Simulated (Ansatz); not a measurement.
A self-consistent single point of Li₂Al (Cm, 6 atoms in the cell) with Ansatz (a quantum-chemistry and plane-wave program).

Computed with PBEsol, default PAW files made with PBE (plane waves; Ansatz).

The change in words: lattice scaled by 0.98; basis.ecutwfc: 420 eV → 565 eV. Reference geometry:
```
Li2Al
1.0
    2.29917    -4.84774     0.00000
    2.29917     4.84774     0.00000
    0.00000     0.00000     4.44419
Li Al
4 2
Direct
  0.24139   0.75861   0.26125
  0.75861   0.24139   0.75000
  0.58986   0.41014   0.25000
  0.41014   0.58986   0.75000
  0.92502   0.07498   0.25000
  0.07498   0.92502   0.75000
```

Reference input (self-consistent single point, DFT, PBEsol, plane waves, default PAW files made with PBE): basis.ecutwfc = 420 eV; kpoints.mp_grid.grid = 7 7 7; hamiltonian.xc = pbesol; hamiltonian.pseudopotentials = {kind: paw} (the program's default PAW files); scf.occupations.method = gaussian; scf.occupations.width = 0.1 eV. This run's input differs from it in these lines:

Ansatz 0.2 input:
```diff
@@ -2,14 +2,14 @@
   lattice:
-    - [2.29916700, -4.84774000, 0.00000000]
-    - [2.29916700, 4.84774000, 0.00000000]
-    - [0.00000000, 0.00000000, 4.44419300]
+    - [2.25318400, -4.75078500, 0.00000000]
+    - [2.25318400, 4.75078500, 0.00000000]
+    - [0.00000000, 0.00000000, 4.35530900]
   atoms:
-    - { symbol: Li, position_ang: [2.29916700, 2.50734808, 1.16104987] }
-    - { symbol: Li, position_ang: [2.29916700, -2.50734808, 3.33314475] }
-    - { symbol: Li, position_ang: [2.29916700, -0.87123583, 1.11104825] }
-    - { symbol: Li, position_ang: [2.29916700, 0.87123583, 3.33314475] }
-    - { symbol: Al, position_ang: [2.29916700, -4.12077291, 1.11104825] }
-    - { symbol: Al, position_ang: [2.29916700, 4.12077291, 3.33314475] }
+    - { symbol: Li, position_ang: [2.25318400, 2.45720102, 1.13782883] }
+    - { symbol: Li, position_ang: [2.25318400, -2.45720102, 3.26648175] }
+    - { symbol: Li, position_ang: [2.25318400, -0.85381108, 1.08882725] }
+    - { symbol: Li, position_ang: [2.25318400, 0.85381108, 3.26648175] }
+    - { symbol: Al, position_ang: [2.25318400, -4.03835728, 1.08882725] }
+    - { symbol: Al, position_ang: [2.25318400, 4.03835728, 3.26648175] }
 basis:
-  ecutwfc: 420.0
+  ecutwfc: 565.0
 kpoints:
```

Output (repeated stretches shortened):

```
SCF iter   1: F=—  HF=-1862.022214 eV  |F-HF|=—  |Δ(HF+E_count)|=         —  Δρ=2.23e-3  dr2=6.40e-3  ethr=1.77e-3  ⟨swp⟩=6.3  Hψ=9420  notcnv=0  defer=3
all-band conjugate gradients solve this SCF's bands
preconditioner: auto → Kerker (q_TF=auto, 2.074 Å⁻¹)
SCF iter   2: F=—  HF=-1862.018968 eV  |F-HF|=—  |Δ(HF+E_count)|=   3.25e-3  Δρ=1.28e-3  dr2=2.72e-3  ethr=3.56e-5  ⟨swp⟩=1.8  Hψ=2692  notcnv=0  defer=3
SCF iter   3: F=—  HF=-1862.017805 eV  |F-HF|=—  |Δ(HF+E_count)|=   1.16e-3  Δρ=2.60e-4  dr2=1.32e-4  ethr=1.51e-5  ⟨swp⟩=2.7  Hψ=2303  notcnv=0  defer=3
SCF iter   4: F=—  HF=-1862.017770 eV  |F-HF|=—  |Δ(HF+E_count)|=   3.48e-5  Δρ=4.57e-5  dr2=4.12e-6  ethr=7.32e-7  ⟨swp⟩=2.4  Hψ=1778  notcnv=0  defer=3
SCF iter   5: F=—  HF=-1862.017768 eV  |F-HF|=—  |Δ(HF+E_count)|=   2.21e-6  Δρ=1.11e-5  dr2=1.65e-7  ethr=2.29e-8  ⟨swp⟩=2.5  Hψ=1825  notcnv=0  defer=3
SCF iter   6: F=-1862.017768 eV  HF=-1862.017768 eV  |F-HF|=2.70e-9  |Δ(HF+E_count)|=   3.81e-8  Δρ=1.40e-6  dr2=4.48e-9  ethr=5.56e-10  ⟨swp⟩=7.8  Hψ=7122  notcnv=0
SCF 1 converged in 6 iterations: F = -1862.017768 eV  dr2 = 4.48e-9
Free energy (F): -1862.017768 eV
Internal energy: -1862.013843 eV  (E = F + TS)
E sigma→0 (E₀):  -1862.015805 eV
Entropy (-TS):   -0.003925 eV (-0.654 meV/atom)
Fermi energy:    3.740265 eV
--- Forces (eV/Å), atoms counted from 1 ---
  atom   1  Li    -0.00000000    -0.03431076    -0.16328978
  atom   2  Li     0.00000000     0.03129082     0.01281081
  atom   3  Li     0.00000000    -0.01572213     0.00249923
  atom   4  Li    -0.00000000     0.01322256     0.04823939
  atom   5  Al     0.00000000     0.21015836     0.01048854
  atom   6  Al     0.00000000    -0.20463890     0.08925208
--- Stress (GPa, compression-positive) ---
        1.145044       0.000000       0.000000
        0.000000       1.812207       0.071250
        0.000000       0.071250       2.059684
  P = ⅓ Tr σ = 1.6723 GPa (16.723 kbar)
  The stress holds the Pulay correction. Without it, at fixed plane waves, as pw.x and ABINIT print it: P = 1.6688 GPa
```

The run converged in 6 iterations. Against the reference run the free energy goes up by 2.5 meV/atom, the pressure goes from -0.63 to 1.67 GPa and the largest force goes from 0.145 to 0.223 eV/Å.

The starting cell comes from a database of computed structures (which also holds hypothetical and non-ambient phases and stackings), without a prior relaxation at this level. Its lattice was rescaled by up to half a per cent. One atom was moved a little off its site on purpose. For this run, on top of that: lattice scaled by 0.98. Ansatz's pressure includes its estimate of the finite-basis (Pulay) stress.
